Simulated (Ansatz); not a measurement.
Start from Mg2Ge in the anti-fluorite structure (space group Fm-3m, No. 225).

```yaml
crystal:
  lattice:
    - [0.00000, 3.18222, 3.18222]
    - [3.18222, 0.00000, 3.18222]
    - [3.18222, 3.18222, 0.00000]
  atoms:
    - { symbol: Mg, position: [0.25000, 0.25000, 0.25000] }
    - { symbol: Mg, position: [0.75000, 0.75000, 0.75000] }
    - { symbol: Ge, position: [0.00000, 0.00000, 0.00000] }
```

Level of theory: Kohn–Sham DFT with the PBEsol functional, run in Ansatz (a first-principles code) with PAW and 420 eV plane waves, no spin-orbit coupling.

Before the change:

Valley order: X along ⟨100⟩ 0.08 eV; Γ 1.03 eV; L along ⟨111⟩ 1.03 eV
Pressure: 0.00 GPa
Width of the top valence band: 2.73 eV

Modification: every lattice vector is stretched by 0.50 %; the atoms relax in the strained cell.

Q: Estimate the effect on the valley order.

A: The valley order (the lowest conduction-band minima on the path, energy above the VBM, named in the base's zone) becomes X along ⟨100⟩ 0.10 eV; Γ 0.95 eV; L along ⟨111⟩ 0.97 eV (base: X along ⟨100⟩ 0.08 eV; Γ 1.03 eV; L along ⟨111⟩ 1.03 eV).

Q: What happens to the pressure?

A: The pressure goes from zero to -0.76 GPa.

Q: What happens to the energy relative to the base?

A: The energy rises by 0.8 meV/atom.

Q: How does this affect the width of the top valence band?

A: The width of the top valence band falls by 0.03 eV (2.73 eV → 2.70 eV).

The levels and masses belong to the bands next to the band gap. No phonon test of stability was made.
